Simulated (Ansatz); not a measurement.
The starting structures come from a database of crystals and need not be the phases stable at ambient conditions.

 Where the default PAW files enter, the runs use the earlier of Ansatz's two default sets.

Inside the gap of an insulator the Bloch states are evanescent, with a wavenumber k + iκ along the transport direction.

```xyz
8
Lattice="3.9445 0.0000 0.0000 0.0000 5.3250 0.0000 0.0000 0.0000 5.4848" Properties=species:S:1:pos:R:3 pbc="T T T"
W      0.2571     0.0000     2.7424
W      3.6874     2.6625     0.0000
O      2.0149     0.0000     2.7424
O      1.9296     2.6625     0.0000
O      0.0000     1.3313     1.3712
O      0.0000     3.9938     1.3712
O      0.0000     3.9938     4.1136
O      0.0000     1.3313     4.1136
```

Space group of this cell: Pmmn. The cell is strained (lengths along the current scaled by 1.03, ions clamped); by PBEsol its mean pressure is -8.0 GPa.

Transport runs along the normal of the first two printed cell vectors.

The gap is the functional's own. No spin-orbit coupling. Mid-gap values are interpolated on the energy grid.

Task: Estimate the band gap and the smallest decay constant κ at mid-gap that PBEsol (Ansatz, a first-principles code) returns for this system.

Result: Gap 0.49 eV on a 8×6×6 mesh; κ = 0.096 1/Å, at the zone centre.
